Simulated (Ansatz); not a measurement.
## GePt (model structure, started from the CsCl type, Pm-3m, No. 221, 2 atoms in the cell): properties by level of theory

```csv
level (code),lattice constant a (Å),formation enthalpy (eV/atom)
PBE (Ansatz),3.191,?
PBEsol (Ansatz),3.143,-0.152
PBE-D3(BJ) (Ansatz),3.150,-0.157
r²SCAN (Ansatz),3.158,-0.018
```

Q: Fill in the missing entries.

A: 
- PBE (Ansatz, a first-principles code), formation enthalpy (eV/atom): -0.118

Ansatz's density-functional and Hartree–Fock values are scalar-relativistic unless marked +SOC, with PAW data made under PBE.

The crystal itself was run without spin with PBE, PBEsol, PBE-D3(BJ), r²SCAN; a magnetic state was not tried in these runs.

Computed values are for the static lattice.

A model structure was made by putting elements into a prototype or built by hand; it is no filed structure, need not be a known phase, and can be a saddle point held by its symmetry.
